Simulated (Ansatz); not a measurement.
Abridged Ansatz (a quantum-chemistry and plane-wave program) output:

```
Relaxation: its limit of steps is 60 (relax.max_steps)
Pseudopotential: Os, paw, valence charge 16
Crystal: 2 atoms, lattice volume = 27.849 Å³
Basis set: ecut = 420 eV, 537 PW (Γ), exchange–correlation on 40×40×60 points (8 copies of the dense FFT grid, shifted against one another)
Bands: 20, of which v1, the nominal top of the filled ones, is band 16 counted from 1 (15 counted from 0)
Symmetry: 24 space group operations
k-points: 240 of 3971
Functional: x = pbesol(κ = 0.804, μ = 0.12345679012345678), c = pbesol(β = 0.046)
SCF iter   1: F=—  HF=-22502.128034 eV  |F-HF|=—  |Δ(HF+E_count)|=         —  Δρ=1.08e-2  dr2=1.53e-2  ethr=1.77e-3  ⟨swp⟩=4.8  Hψ=18841  notcnv=0
SCF iter   2: F=—  HF=-22502.127354 eV  |F-HF|=—  |Δ(HF+E_count)|=   6.80e-4  Δρ=6.12e-3  dr2=4.73e-3  ethr=4.79e-5  ⟨swp⟩=1.2  Hψ=6864  notcnv=0
SCF 1 converged in 6 iterations: F = -22502.127103 eV  dr2 = 1.82e-10
relax step   1: F+E_penalty+E_count = -22502.12710275 eV  Δ(F+E_penalty+E_count) = +0.000e0 eV  max|allowed force component| = 1.203e-16 eV/Å  Δτ_max = 0.0000 Å  P = -1.011 GPa  Ω = 27.849 Å³  (6 SCF iters, dr2 threshold 1.00e-7 eV, accepted)
[... steps on the carried basis left out ...]
relax step   4: F+E_penalty+E_count = -22502.12648107 eV  Δ(F+E_penalty+E_count) = -2.726e-5 eV  max|allowed force component| = 3.701e-17 eV/Å  Δτ_max = 0.0000 Å  P = -2.010 GPa  Ω = 27.914 Å³  stress off target by 1.13e-2 GPa  SCF on the basis re-selected at this cell (its energy is not comparable with the rows above)  (8 SCF iters)
SCF converged after 8 iterations
Free energy (F): -22502.126481 eV
Internal energy: -22502.117585 eV  (E = F + TS)
E sigma→0 (E₀):  -22502.122033 eV
Entropy (-TS):   -0.008896 eV (-4.448 meV/atom)
Fermi energy:    25.934086 eV
--- Forces (eV/Å), atoms counted from 1 ---
  atom   1  Os     0.00000000    -0.00000000    -0.00000000
  atom   2  Os    -0.00000000     0.00000000     0.00000000
--- Stress (GPa, compression-positive) ---
       -2.011276      -0.000000      -0.000000
       -0.000000      -2.011276      -0.000000
       -0.000000      -0.000000      -2.008403
  P = ⅓ Tr σ = -2.0103 GPa (-20.103 kbar)
--- Relaxed structure (3 steps of the walk, 2 accepted, 1 SCFs on fresh bases) ---
  cell:  # Å, volume = 27.9144 Å³
    - [2.733901285694734, -2.8891205211113767e-11, 0.0]
    - [-1.3669506428223464, 2.3676279648650236, 0.0]
    - [0.0, 0.0, 4.31252649109916]
  atoms:
    - { symbol: Os, position: [0.6666666666666667, 0.3333333333333333, 0.7499999999999998] }
    - { symbol: Os, position: [0.33333333333333326, 0.6666666666666666, 0.24999999999999997] }
```

### Question
What was computed, and what are the main results?

### Answer
Os, 2 atoms in the cell, with DFT with PBEsol, PAW potentials and a 420 eV plane-wave cutoff in Ansatz, scalar-relativistic without spin-orbit coupling, from a series relaxed to a target (pressure −2 GPa). The last SCF converged to F = -22502.126481 eV, or -11251.0632 eV per atom, at a pressure of -2.01 GPa. The total energy compares only with runs of the same code, potentials and settings.

Load acts through the strain it causes; cell and atoms are relaxed under it. Stability against distortions was not tested. The final runs are not spin-polarised. The cell was made from Os in the hcp (Mg type) structure (space group P6_3/mmc, No. 194) by this change: pressure −2 GPa.

Keys are those of Ansatz 0.2.
